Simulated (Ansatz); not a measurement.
Consider TiO₂ in the anatase structure (space group I4_1/amd, No. 141).

```
TiO2
1.0
   -1.88485     1.88485     4.77607
    1.88485    -1.88485     4.77607
    1.88485     1.88485    -4.77607
Ti O
2 4
Direct
  0.75000   0.25000   0.50000
  0.00000   0.00000   0.00000
  0.95752   0.45752   0.50000
  0.79248   0.79248   0.00000
  0.54248   0.04248   0.50000
  0.20752   0.20752   0.00000
```

Cartesian axes are those of the cell as printed.

Level of theory: PBEsol (Ansatz, a program for electronic structure), scalar-relativistic without spin-orbit coupling.

Strains are applied to the cell and any free atomic positions relax.

One change was made to it. Results:

```tsv
quantity	base	after
largest internal atomic displacement	–	0.046 Å
band gap	2.11 eV	2.21 eV
shortest interatomic distance	1.928 Å	1.942 Å
smallest direct gap	2.44 eV	2.44 eV
energy relative to the base (free energy F)	0 meV/atom	+11 meV/atom
```

Task: What was done to the base?
(A) uniaxial strain ε_xx = +5.70 %
(B) uniaxial strain ε_zz = +4.11 %
(C) strain tensor (xx, yy, zz, yz, xz, xy) = (−2.63, +0.73, +0.07, +0.12, −0.65, +0.80) %

Result: B, uniaxial strain ε_zz = +4.11 %. For comparison, the energy relative to the base in the other runs: strain tensor (xx, yy, zz, yz, xz, xy) = (−2.63, +0.73, +0.07, +0.12, −0.65, +0.80) % gives +8.6 meV/atom; uniaxial strain ε_xx = +5.70 % gives +34 meV/atom.

Stability against distortions was not tested. The base started in C2/c and relaxed to I4_1/amd at this level. All final runs are without spin polarisation.
